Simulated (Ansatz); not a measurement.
An Ansatz (an electronic-structure program) run: PbSe with a change (biaxial strain −0.55 %, plane normal [111], relaxed out of plane); r2SCAN (Ansatz, PAW, no SOC), earlier PAW set.

Input:

Ansatz 0.2 input:
```yaml
crystal:
  lattice:
    - [4.3442685913, 0, 0]
    - [2.1721342956, 3.7622469609, 0]
    - [2.1721342956, -1.2540823203, 3.576505704]
  atoms:
    - { symbol: Se, position: [0, 0, 0] }
    - { symbol: Pb, position: [0, 0.5, 0.5] }
basis: { ecutwfc: 500, ecutrho_ratio: 4, xc_grid: 4, fft_grid_basis: typed }
kpoints: { mp_grid: { grid: [9, 9, 9] } }
hamiltonian:
  xc: r2scan
  dispersion: none
  pseudopotentials: { azcp: { folder: ./paw }, kind: paw }
scf: { occupations: { method: fermi_dirac, width: 0.05 } }
relax: { f_tol: 0.005, max_steps: 50, cell: { stress_tol: 0.01, fix: [a, b, gamma] } }
output: { forces: true, stress: true }
checkpoint: { write: state.ck, write_every: 1000 }
```

Output (explanatory and most iteration lines left out):

```
Relaxation: its limit of steps is 50 (relax.max_steps)
Pseudopotential: Se, paw, valence charge 16
Pseudopotential: Pb, paw, valence charge 14
Crystal: 2 atoms, lattice volume = 58.455 Å³
Basis set: ecut = 500 eV, 1459 PW (Γ), exchange–correlation on 128×128×128 points (64 copies of the dense FFT grid, shifted against one another)
Bands: 19, of which v1, the nominal top of the filled ones, is band 15 counted from 1 (14 counted from 0)
Symmetry: 12 space group operations
Space group: R-3m (ITA 166), of the structure as read, at distance tolerance 3.9e-5 Å
k-points: 85 of 729
Functional: x = r2scan, c = r2scan; τ floored in thin density (d = 2e-4 eV/Å³)
SCF iter   1: F=—  HF=-17402.477380 eV  |F-HF|=—  |Δ(HF+E_count)|=         —  Δρ=2.47e-2  dr2=5.78e-1  dr2_τ=9.42e-3  ethr=1.93e-3  ⟨swp⟩=1.0  Hψ=10512  notcnv=0
SCF iter   2: F=—  HF=-17402.398885 eV  |F-HF|=—  |Δ(HF+E_count)|=   7.85e-2  Δρ=1.05e-2  dr2=5.73e-2  dr2_τ=6.28e-3  ethr=1.93e-3  ⟨swp⟩=2.8  Hψ=2562  notcnv=0
SCF 1 converged in 7 iterations: F = -17402.403268 eV  dr2 = 8.19e-8
relax step   1: F+E_penalty+E_count = -17402.40326793 eV  Δ(F+E_penalty+E_count) = +0.000e0 eV  max|allowed force component| = 1.035e-30 eV/Å  Δτ_max = 0.0000 Å  P = +0.424 GPa  Ω = 58.455 Å³  fix = [a, b, gamma]  reactions: a +0.526, b +0.526 GPa  (7 SCF iters, dr2 threshold 1.00e-7 eV, accepted)
[... steps on the carried basis left out ...]
relax step   3: F+E_penalty+E_count = -17402.40337111 eV  Δ(F+E_penalty+E_count) = -4.834e-6 eV  max|allowed force component| = 2.156e-29 eV/Å  Δτ_max = 0.0000 Å  P = +0.274 GPa  Ω = 58.620 Å³  energy of the carried Pulay correction = -1.011e-5 eV  fix = [a, b, gamma]  reactions: a +0.411, b +0.411 GPa  (4 SCF iters, dr2 threshold 3.32e-9 eV, accepted)
Crystal: 2 atoms, lattice volume = 58.620 Å³
SCF iter   1: F=—  HF=-17402.403383 eV  |F-HF|=—  |Δ(HF+E_count)|=         —  Δρ=3.01e-6  dr2=2.87e-9  dr2_τ=2.70e-9  ethr=4.03e-8  ⟨swp⟩=3.5  Hψ=13012  notcnv=0
SCF iter   2: F=—  HF=-17402.403382 eV  |F-HF|=—  |Δ(HF+E_count)|=   1.13e-6  Δρ=1.45e-6  dr2=3.00e-10  dr2_τ=1.06e-10  ethr=9.57e-12  ⟨swp⟩=2.9  Hψ=3260  notcnv=0
SCF 4 converged in 5 iterations: F = -17402.403382 eV  dr2 = 8.94e-14
SCF converged after 5 iterations
Free energy (F): -17402.403382 eV
Internal energy: -17402.403379 eV  (E = F + TS)
E sigma→0 (E₀):  -17402.403381 eV
Entropy (-TS):   -0.000002 eV (-0.001 meV/atom)
Fermi energy:    8.780988 eV
--- Forces (eV/Å), atoms counted from 1 ---
  atom   1  Se    -0.00000000     0.00000000     0.00000000
  atom   2  Pb     0.00000000    -0.00000000     0.00000000
--- Stress (GPa, compression-positive) ---
        0.410930      -0.000000       0.000000
       -0.000000       0.410930      -0.000000
        0.000000      -0.000000       0.000025
  P = ⅓ Tr σ = 0.2740 GPa (2.740 kbar)
--- Relaxed structure (3 steps of the walk, 3 accepted, 1 SCFs on fresh bases) ---
  cell:  # Å, volume = 58.6200 Å³
    - [4.344268591283466, 2.8867681060613716e-11, 4.048918394228951e-11]
    - [2.1721342956167335, 3.7622469609287523, 2.024438463692037e-11]
    - [2.1721342956166394, -1.254082320290339, 3.586587914605715]
  atoms:
    - { symbol: Se, position: [-2.770791423122725e-36, 3.171618331904759e-47, 3.136779027954711e-47] }
    - { symbol: Pb, position: [5.551115123125783e-17, 0.5, 0.5] }
```

With Pb present, leaving out spin-orbit coupling can change the band edges. No phonon test of stability was made. The cell was made from PbSe in the rock salt structure (space group Fm-3m, No. 225) by this change: biaxial strain −0.55 %, plane normal [111], relaxed out of plane.
